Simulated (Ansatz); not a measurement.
Start from CdS in the zinc blende structure (space group F-43m, No. 216; a = 5.878 Å). Axes: x, y, z lie along the cube axes.

Computed with DFT with r2SCAN, PAW potentials and a 500 eV plane-wave cutoff in Ansatz (a first-principles code), no SOC.

Strains are applied to the cell and any free atomic positions relax; under biaxial strain the out-of-plane vector relaxes too; under stress the whole cell relaxes.

One change was made to it. Results:

The gap character remains direct at Γ; the band gap shrinks by 0.06 eV to 1.48 eV.

Problem. Which change produced these results?
A) biaxial strain −0.83 %, plane normal [001], relaxed out of plane
B) biaxial strain +1.06 %, plane normal [001], relaxed out of plane
C) isotropic strain +3.64 %
D) uniaxial stress, 2 GPa tension along z

Solution. B, biaxial strain +1.06 %, plane normal [001], relaxed out of plane. For comparison, the band gap in the other runs: biaxial strain −0.83 %, plane normal [001], relaxed out of plane gives 1.53 eV; uniaxial stress, 2 GPa tension along z gives 1.41 eV; isotropic strain +3.64 % gives 1.29 eV.

Beyond what the load breaks, stability against distortions was not tested. k-point labels follow each cell's own Brillouin zone.
